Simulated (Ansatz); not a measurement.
Take SiSe$_{2}$ (space group Ibam, No. 72; a = 6.3014 Å, b = 9.3016 Å, c = 5.8556 Å; made of chains) as the base.

The values are results of Kohn–Sham DFT with the PBEsol functional, run in Ansatz (a program for electronic structure) with PAW and 420 eV plane waves, no SOC, not measurements.

For the base:

The band gap is 1.65 eV and the smallest direct gap is 1.71 eV.

One thing is altered: cell and atoms relaxed at a pressure of 3 GPa.

Task: Predict the new band gap.

Result: The band gap decreases by 0.50 eV to 1.15 eV.

Task: What happens to the smallest direct gap?

Result: The smallest direct gap drops by 0.29 eV (1.71 eV → 1.42 eV).

Load acts through the strain it causes; cell and atoms are relaxed under it. Whether these cells are dynamically stable was not tested. No dispersion term is included in the PBEsol runs.
